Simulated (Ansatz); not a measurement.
This concerns the reaction energy. Reaction: 1/2 Si (diamond) + H2O (gas) → 1/2 SiO2 (quartz) + H2 (gas). A negative value means that the right-hand side lies lower.

SiO2 (quartz, P3₂21), 9 atoms in the cell, k-point mesh 12×12×6 on the run's own vectors.
```cif
data_O6Si3
_chemical_formula_sum 'Si3 O6'
_space_group_name_H-M_alt 'P 1'
_space_group_IT_number 1
_cell_length_a 5.02105
_cell_length_b 5.02105
_cell_length_c 5.50942
_cell_angle_alpha 90.000
_cell_angle_beta 90.000
_cell_angle_gamma 120.000
loop_
_space_group_symop_operation_xyz
  'x, y, z'
loop_
_atom_site_label
_atom_site_type_symbol
_atom_site_fract_x
_atom_site_fract_y
_atom_site_fract_z
_atom_site_occupancy
Si1 Si 0.47650 0.00000 0.66667 1
Si2 Si 0.00000 0.47650 0.33333 1
Si3 Si 0.52350 0.52350 0.00000 1
O1 O 0.41446 0.25581 0.79452 1
O2 O 0.74419 0.15865 0.46119 1
O3 O 0.84135 0.58554 0.12786 1
O4 O 0.25581 0.41446 0.20548 1
O5 O 0.15865 0.74419 0.53881 1
O6 O 0.58554 0.84135 0.87214 1
```

Si (diamond, Fd-3m), 2 atoms in the cell, k-point mesh 10×10×10 on the run's own vectors. Conventional cell: a = 5.4697 Å, b = 5.4697 Å, c = 5.4697 Å, α = 90.00°, β = 90.00°, γ = 90.00°.

An isolated H2 molecule (singlet) in a box of 11 × 11 × 13 Å.

An isolated H2O molecule (singlet) in a box of 11 × 13 × 13 Å.

Computed with Ansatz (plane waves, PAW), its PAW set soft_1, cutoff 420 eV, 500 eV for r2SCAN. The structures are at rest with PBE; other levels are single points on them. HSE06 runs on coarser k-point meshes, mended by the PBE difference between the two meshes. Neutral cells; Fermi-Dirac smearing of at most 0.05 eV in the solids, energies taken to zero width. The lattices are those relaxed with PBE, so at other levels the solids can be strained, which adds to the spread. A dispersion term (D3(BJ), or D4 for r2SCAN) was computed beside these levels and is taken off wherever the name lacks it. Static lattices, no vibrational contributions. The structures are the rest points that the relaxations reached, not proven lowest.

Task: Predict the value from r2SCAN.

Result: -2.03 eV, for 1/2 Si (diamond) + H2O (gas) → 1/2 SiO2 (quartz) + H2 (gas).

Task: What do the other levels give, and how wide is the spread?

Result: 
```json
[
 {"Method": "HSE06", "value (eV)": "-1.76", "less r2SCAN": "0.27"}
]
```

The levels span 0.27 eV, from r2SCAN (-2.03) to HSE06 (-1.76).

Ansatz is a program for electronic structure.
